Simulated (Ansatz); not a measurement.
Band structure of LaMg (Pmma, 4 atoms in the cell).

```
LaMg
1.0
    5.61547     0.00000     0.00000
    0.00000     3.80146     0.00000
    0.00000     0.00000     5.78901
La Mg
2 2
Direct
  0.75000   0.00000   0.79310
  0.25000   0.00000   0.20690
  0.25000   0.50000   0.69324
  0.75000   0.50000   0.30676
```

Method: LDA (PW92), PAW files made with PBE (plane waves; Ansatz, a program for electronic structure).

Settings: basis.ecutwfc = 420 eV; kpoints.mp_grid.grid = 5 8 5; hamiltonian.xc = lda; hamiltonian.pseudopotentials = {kind: paw} (the program's default PAW files); scf.occupations.method = gaussian; scf.occupations.width = 0.05 eV; kpoints.band_path.npoints = 8.

The starting cell comes from a database of computed structures (which also holds hypothetical and non-ambient phases and stackings), without a prior relaxation at this level.

Levels in eV from the Fermi level, bands 18 to 25:
| point | 18 | 19 | 20 | 21 | 22 | 23 | 24 | 25 |
|---|---|---|---|---|---|---|---|---|
| Γ | -2.93 | -0.74 | -0.65 | -0.31 | 0.38 | 0.71 | 1.40 | 1.40 |
| X | -2.13 | -1.56 | -1.40 | -1.31 | -0.08 | 0.28 | 0.95 | 1.05 |
| S | -2.25 | -0.90 | -0.90 | -0.85 | -0.85 | 0.89 | 0.89 | 1.33 |
| Y | -3.46 | -0.83 | -0.83 | 0.19 | 0.19 | 0.65 | 0.65 | 1.26 |
| Z | -3.28 | -0.91 | -0.70 | -0.26 | 0.40 | 0.44 | 0.87 | 1.22 |
| U | -1.78 | -0.95 | -0.92 | -0.80 | -0.50 | 0.74 | 1.13 | 1.17 |
| R | -2.85 | -0.33 | -0.33 | 0.47 | 0.47 | 0.68 | 0.68 | 1.36 |
| T | -2.67 | -1.88 | -1.88 | 0.14 | 0.14 | 0.79 | 0.79 | 1.22 |

Bands cross the Fermi level along this path, so the cell is metallic at this level.

Keys are those of Ansatz 0.2.
